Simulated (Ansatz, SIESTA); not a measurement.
# CrMo3 (P1, 4 atoms in the cell) computed with different codes at matched settings

Self-consistent single point, at a second geometry (atoms moved at random). First geometry:

```
CELL_PARAMETERS angstrom
      1.43431     0.82810     8.06022
     -1.43431     0.82810     8.06022
      0.00000    -1.65620     8.06022
ATOMIC_POSITIONS crystal
  Cr 0.87645 0.87645 0.87645
  Mo 0.13105 0.13105 0.13105
  Mo 0.70676 0.70676 0.70676
  Mo 0.28574 0.28574 0.28574
```

Second geometry:
```yaml
crystal:
  lattice:
    - [1.43431, 0.82810, 8.06022]
    - [-1.43431, 0.82810, 8.06022]
    - [0.00000, -1.65620, 8.06022]
  atoms:
    - { symbol: Cr, position: [0.87019, 0.88053, 0.88564] }
    - { symbol: Mo, position: [0.12257, 0.13619, 0.13555] }
    - { symbol: Mo, position: [0.70053, 0.68678, 0.71998] }
    - { symbol: Mo, position: [0.30672, 0.29651, 0.25883] }
```

Shared settings, as Ansatz (a program for electronic structure) writes them: kpoints.mp_grid.grid = 8 8 8; scf.occupations.method = fermi_dirac; scf.occupations.width = 0.1 eV. Potentials and cutoffs stand in the table.

| code | model | ΔF from the first geometry (meV/atom) | pressure (GPa) | largest force (eV/Å) | cutoff |
|---|---|---|---|---|---|
| Ansatz | PBEsol, PAW files made with PBE | 34.4 | 7.54 | 1.750 | 420 eV |
| SIESTA | GGA PBEsol, numerical atomic orbitals DZP, PseudoDojo PBEsol standard norm-conserving potentials (rewritten from UPF to PSML) | 44.1 | 8.37 | 2.167 | grid 400 Ry |

Size of the force on each atom (eV/Å): Sizes of forces hide their directions.

```json
[
 {"code": "Ansatz", "Cr1": "0.583", "Mo2": "0.473", "Mo3": "1.750", "Mo4": "0.889"},
 {"code": "SIESTA", "Cr1": "0.655", "Mo2": "0.531", "Mo3": "2.167", "Mo4": "1.169"}
]
```

On Ansatz's run: spin polarisation is off.

The spread over the programs that give each value: ΔF from the first geometry within 9.7 meV/atom; pressure within 0.83 GPa; largest force within 0.417 eV/Å.

SIESTA uses small atom-centred bases, whose incompleteness enters pressures, forces and empty levels differently from a plane-wave cutoff. Ansatz's pressure is given at a fixed set of plane waves, as the other plane-wave codes print theirs; with its correction for the finite basis it is 7.57 GPa.

The starting cell comes from a database of computed structures (which also holds hypothetical and non-ambient phases and stackings), without a prior relaxation at this level. Its lattice was rescaled by a random factor within 2.5 % of one. For this run, on top of that: atoms moved at random.

Keys are those of Ansatz 0.2.
